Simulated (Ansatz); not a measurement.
**S interstitial in fcc Ir**

All values below come from PBE, PAW (plane waves to 420 eV; Ansatz, a program for electronic structure). Details: 32-site cell; 6×6×6 shifted k-points; start: void with 6Ir nearest; no spin–orbit coupling; not converged in cell size; the relaxation kept the symmetry of the starting site; relaxed from one start, so a lower configuration may exist.

Neighbours after relaxation, in Å: of the S atom: Ir 2.17, Ir 2.17, Ir 2.17, Ir 2.17, Ir 2.17, Ir 2.17.

Formation energies E_f are those of the neutral cell. Chemical conditions: impurity bounded by its compound with the host (Δμ(S) = -0.63 eV, bounded by Ir2S3 (Pbcn); only phases computed here count, gases as isolated molecules at 0 K). Reference phases: S: S8 molecule in a box.

The name describes the start; the neighbours show where the added atom ended.

```csv
charge,moment (μB),point group,largest move off a lattice site (Å),"E_f, impurity bounded by its compound with the host (eV)"
0,not spin-polarised,Oh,0.23,5.37
```

Point groups are those of the whole cell at tolerances of 0.03 and 0.1 Å ("near" where only the looser one holds); none is given for unsettled states.
